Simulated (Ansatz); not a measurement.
The starting structures come from a database of crystals and need not be the phases stable at ambient conditions.

**Evanescent states of Ba$_{2}$LuNbO$_{6}$ (Fm-3m, not sure to be the ambient phase, 10 atoms a cell, 14.8 Å³ an atom, -2 GPa at this level) along the normal of (111)**

Method: r2SCAN (plane waves, PAW; Ansatz, a program for electronic structure).

The gap is the functional's own. No spin-orbit coupling. Mid-gap values are interpolated on the energy grid.

Energies count from the valence-band top; κ is the least over a 6×6 mesh across the current.

| E (eV) | κ (1/Å) | where |
|---|---|---|
| 0.08 | 0.107 | Γ |
| 0.24 | 0.180 | Γ |
| 0.40 | 0.224 | Γ |
| 0.56 | 0.258 | Γ |
| 0.72 | 0.284 | Γ |
| 0.88 | ___ | Γ |
| 1.04 | ___ | Γ |
| 1.20 | ___ | Γ |
| 1.36 | ___ | Γ |
| 1.52 | ___ | Γ |
| 1.68 | ___ | Γ |
| 1.84 | ___ | Γ |
| 2.00 | ___ | Γ |
| 2.16 | ___ | Γ |
| 2.32 | ___ | Γ |
| 2.48 | ___ | Γ |
| 2.64 | 0.276 | Γ |
| 2.80 | 0.250 | Γ |
| 2.96 | 0.215 | Γ |
| 3.12 | 0.163 | Γ |
| 3.28 | 0.050 | Γ |

Some entries are withheld; supply them.


- 0.88, κ (1/Å): 0.305
- 1.04, κ (1/Å): 0.322
- 1.20, κ (1/Å): 0.336
- 1.36, κ (1/Å): 0.348
- 1.52, κ (1/Å): 0.351
- 1.68, κ (1/Å): 0.347
- 1.84, κ (1/Å): 0.342
- 2.00, κ (1/Å): 0.334
- 2.16, κ (1/Å): 0.324
- 2.32, κ (1/Å): 0.312
- 2.48, κ (1/Å): 0.296
